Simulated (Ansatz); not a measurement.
## CoSi$_{2}$ (space group Fm-3m, No. 225; non-magnetic)

```
CELL_PARAMETERS angstrom
      0.00000     2.65746     2.65746
      2.65746     0.00000     2.65746
      2.65746     2.65746     0.00000
ATOMIC_POSITIONS crystal
  Co 0.00000 0.00000 0.00000
  Si 0.25000 0.25000 0.25000
  Si 0.75000 0.75000 0.75000
```

All numbers come from Kohn–Sham DFT with the r2SCAN functional, run in Ansatz (a quantum-chemistry and plane-wave program) with PAW and 500 eV plane waves, spin-orbit coupling left out. Γ-centred 15×15×15 mesh, Fermi–Dirac width 0.05 eV.

```json
{
  "volume_per_atom": "12.51 Å³",
  "density": "5.09 g/cm³",
  "band_gap": "zero",
  "total_energy": "-2136.965 eV/atom (σ→0; compares only within this code and set-up)"
}
```

No phonon test of stability was made. Starting moments died away, wholly or in part, for the base; another magnetic solution may exist. The final runs are not spin-polarised. An odd electron count without spin: CoSi2.
